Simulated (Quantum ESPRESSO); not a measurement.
Worked example: self-consistent single point of ZnMo3 (Pm-3m, 4 atoms in the cell) in Quantum ESPRESSO.

Computed with LDA (PZ), GBRV 1.5 ultrasoft (LDA) pseudopotentials (plane waves; Quantum ESPRESSO).

The change in words: lattice scaled by 0.97. Reference geometry:
```xyz
4
Lattice="3.9432 0.0000 0.0000 0.0000 3.9432 0.0000 0.0000 0.0000 3.9432" Properties=species:S:1:pos:R:3 pbc="T T T"
Zn     0.0000     0.0000     0.0000
Mo     0.0000     1.9716     1.9716
Mo     1.9716     0.0000     1.9716
Mo     1.9716     1.9716     0.0000
```

Reference input (self-consistent single point, DFT, LDA (PZ), plane waves, GBRV 1.5 ultrasoft (LDA) pseudopotentials): ecutwfc = 50 Ry; ecutrho = 400 Ry; occupations = smearing; smearing = methfessel-paxton; degauss = 0.0147 Ry; potentials = {Zn: zn_lda_v1.uspp.F.UPF, Mo: mo_lda_v1.uspp.F.UPF}; K_POINTS = automatic 8 8 8 0 0 0; conv_thr = 1e-10 Ry; mixing_beta = 0.4. This run's input differs from it in these lines:

```diff
@@ -27,5 +27,5 @@
 Zn    0.000000000    0.000000000    0.000000000
-Mo    0.000000000    3.725736784    3.725736784
-Mo    3.725736784    0.000000000    3.725736784
-Mo    3.725736784    3.725736784    0.000000000
+Mo    0.000000000    3.613965153    3.613965153
+Mo    3.613965153    0.000000000    3.613965153
+Mo    3.613965153    3.613965153    0.000000000
 K_POINTS automatic
@@ -33,5 +33,5 @@
 CELL_PARAMETERS angstrom
-   3.943150000     0.000000000     0.000000000
-   0.000000000     3.943150000     0.000000000
-   0.000000000     0.000000000     3.943150000
+   3.824856000     0.000000000     0.000000000
+   0.000000000     3.824856000     0.000000000
+   0.000000000     0.000000000     3.824856000
```

Output (repeated stretches shortened):

```
     Self-consistent Calculation

     iteration #  1     ecut=    50.00 Ry     beta= 0.40

     negative rho (up, down):  5.786E-05 0.000E+00

     total energy              =    -879.44117825 Ry
     estimated scf accuracy    <       0.62589080 Ry

     iteration #  2     ecut=    50.00 Ry     beta= 0.40

     negative rho (up, down):  8.173E-05 0.000E+00

     total energy              =    -879.65762239 Ry
     estimated scf accuracy    <       0.35005218 Ry

     iteration #  3     ecut=    50.00 Ry     beta= 0.40

     negative rho (up, down):  1.063E-04 0.000E+00

     total energy              =    -879.68493316 Ry
     estimated scf accuracy    <       0.02235990 Ry

   [... 7 blocks of this kind left out ...]

     iteration # 11     ecut=    50.00 Ry     beta= 0.40

     negative rho (up, down):  9.305E-05 0.000E+00

     total energy              =    -879.69292734 Ry
     estimated scf accuracy    <       0.00000001 Ry

     iteration # 12     ecut=    50.00 Ry     beta= 0.40

     negative rho (up, down):  9.300E-05 0.000E+00
     End of self-consistent calculation

     the Fermi energy is    21.4804 ev

!    total energy              =    -879.69292735 Ry
     estimated scf accuracy    <          6.3E-11 Ry
     smearing contrib. (-TS)   =       0.00022941 Ry
     internal energy E=F+TS    =    -879.69315676 Ry

     convergence has been achieved in  12 iterations

     negative rho (up, down):  9.300E-05 0.000E+00

     Forces acting on atoms (cartesian axes, Ry/au):

     atom    1 type  1   force =     0.00000000    0.00000000    0.00000000
   [... zero for the other atoms too ...]

     Total force =     0.000000     Total SCF correction =     0.000000

     negative rho (up, down):  9.300E-05 0.000E+00
          total   stress  (Ry/bohr**3)                   (kbar)     P=       69.98
   0.00047570   0.00000000   0.00000000           69.98        0.00        0.00
   0.00000000   0.00047570   0.00000000            0.00       69.98        0.00
   0.00000000   0.00000000   0.00047570            0.00        0.00       69.98

   JOB DONE.
```

The run converged in 12 iterations. Against the reference run the free energy goes down by 33.1 meV/atom and the pressure goes from -14.16 to 7.00 GPa.

The starting cell comes from a database of computed structures (which also holds hypothetical and non-ambient phases and stackings), without a prior relaxation at this level. For this run, on top of that: lattice scaled by 0.97. Spin polarisation is off.

Cost on one core of a shared machine: roughly 50 s.
